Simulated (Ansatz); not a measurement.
Base system: SiC in the wurtzite structure (space group P6_3mc, No. 186; a = 3.075 Å, c = 5.048 Å).

Structures relaxed with Kohn–Sham DFT with the r2SCAN functional, run in Ansatz (a program for electronic structure) with PAW and 500 eV plane waves, scalar-relativistic without spin-orbit coupling.

Base:

Simulated powder pattern, Mo Kα, λ = 0.71073 Å (kinematic, ideal powder, no thermal factors, no anomalous dispersion; the 8 strongest lines at most, above 2 %, up to 2θ = 40°):

```
2θ (°)  I/Imax (%)    hkl
------  ----------  -----
15.34           72  (100)
16.19           50  (002)
17.35          100  (101)
22.37           29  (102)
26.72           52  (110)
28.93           54  (103)
31.40           41  (112)
39.79           19  (203)
```

It is then changed as follows: cell and atoms relaxed at a pressure of 7 GPa.

Predict the new powder pattern.


Simulated powder pattern, Mo Kα, λ = 0.71073 Å (kinematic, ideal powder, no thermal factors, no anomalous dispersion; the 8 strongest lines at most, above 2 %, up to 2θ = 40°):

```csv
2θ (°),I/Imax (%),hkl
15.48,72,(100)
16.35,50,(002)
17.52,100,(101)
22.59,29,(102)
26.99,52,(110)
29.22,54,(103)
31.71,41,(112)
32.36,18,(201)
```

The indices refer to the base's conventional cell; one index is shown for lines that coincide.

Load acts through the strain it causes; cell and atoms are relaxed under it. Whether these cells are dynamically stable was not tested. Competing high-pressure phases were not computed.
